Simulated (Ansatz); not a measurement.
The structure below was relaxed with plane-wave PAW DFT at the PBEsol level (Ansatz, an electronic-structure program, 420 eV), no spin-orbit coupling, at pressure 5 GPa.

```
CELL_PARAMETERS angstrom
     -1.73758     1.73758     5.12040
      1.73758    -1.73758     5.12040
      1.73758     1.73758    -5.12040
ATOMIC_POSITIONS crystal
  Y  0.50000 0.50000 0.00000
  Ni 0.75000 0.25000 0.50000
  Ni 0.25000 0.75000 0.50000
  B  0.14499 0.14499 0.00000
  B  0.85501 0.85501 0.00000
  C  0.00000 0.00000 0.00000
```

### Question
Find the space group and the Wyckoff positions.

### Answer
Space group I4/mmm (No. 139); a = 3.4752 Å, b = 3.4752 Å, c = 10.2408 Å, α = 90.00°, β = 90.00°, γ = 90.00°

| atom | site | symmetry | x | y | z |
|---|---|---|---|---|---|
| Y | 2b | 4/mmm | 0.0000 | 0.0000 | 0.5000 |
| Ni | 4d | -4m2 | 0.0000 | 0.5000 | 0.2500 |
| B | 4e | 4mm | 0.0000 | 0.0000 | 0.1450 |
| C | 2a | 4/mmm | 0.0000 | 0.0000 | 0.0000 |

### Question
Describe the coordination.

### Answer
The crystal has 12 atoms in its conventional cell. Cell: a = 3.475 Å, b = 3.475 Å, c = 10.241 Å, α = 90.00°, β = 90.00°, γ = 90.00°. Y sees 4 C at 2.457 Å and 8 B at 2.871 Å and 2 B at 3.636 Å and 8 Ni at 3.094 Å. Ni sees 4 B at 2.043 Å and 4 Ni at 2.457 Å and 4 Y at 3.094 Å. B has 1 C at 1.485 Å and 4 Ni at 2.043 Å and 4 Y at 2.871 Å and 1 Y at 3.636 Å. C has 2 B at 1.485 Å and 4 Y at 2.457 Å (octahedral). (Neighbours: up to the widest gap in distance over summed covalent radii, below 1.35, at either atom; cation-cation and far metal-metal contacts left out.)

Load acts through the strain it causes; cell and atoms are relaxed under it. No phonon test of stability was made. No other phases were tried under pressure. All final runs are without spin polarisation. The cell was made from YNi₂B₂C (space group I4/mmm, No. 139; non-magnetic; a cell from a computed database, its experimental status unchecked) by this change: pressure 5 GPa.
